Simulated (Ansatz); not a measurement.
## What uniaxial strain ε_zz = −0.77 % does to Zr

The parent structure is Zr in the hcp (Mg type) structure (space group P6_3/mmc, No. 194; a = 3.246 Å, c = 5.151 Å). Axes: x lies along a and z along c of the hexagonal cell.

The change: the cell is compressed by 0.77 % along z with no lateral relaxation; the atoms relax in the strained cell.

The values are results of Ansatz (a quantum-chemistry and plane-wave program) r2SCAN, no SOC, not measurements. k-mesh 16×16×9 (Γ-centred); smearing 0.05 eV (Fermi–Dirac).

- Volume per atom: 23.32 Å³ (base 23.50 Å³)
- Space group: P6_3/mmc (No. 194) (base P6_3/mmc (No. 194))
- Shortest interatomic distance: 3.169 Å (base 3.185 Å)
- Energy relative to the base (free energy F): +0.8 meV/atom
- Pressure (mean of the normal stresses, compression positive): 0.8 GPa (base 0.0 GPa)
- Band gap: zero (base zero)
- Stress (xx, yy, zz, yz, xz, xy; compression positive): (0.5, 0.5, 1.4, 0.0, 0.0, 0.0) GPa (rough)

Cost of the whole job for the changed cell (relaxation, final SCF and bands): very roughly 50 core-seconds.

Without a gap, meshes like the base's 16×16×9 leave anisotropic stresses uncertain by several tenths of a GPa, and small strain energies with them. Whether these cells are dynamically stable was not tested. All final runs are without spin polarisation.
